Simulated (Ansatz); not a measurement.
Start from W in the bcc (W type) structure (space group Im-3m, No. 229; a = 3.184 Å; relaxed with 0.1 eV smearing).

Calculations: PBE in Ansatz (plane waves to 420 eV, PAW, no spin-orbit coupling).

Base values:

The pressure is 0.0 GPa.

Perturbation: every lattice vector is stretched by 2.00 %, atoms relaxed at fixed cell.

How does this affect the energy relative to the base and pressure?

The energy grows by 52 meV/atom; the pressure goes from zero to -15.9 GPa.

The cells carry an imposed strain or load. No phonon test of stability was made. The final runs are not spin-polarised.

Ansatz is a quantum-chemistry and plane-wave program.
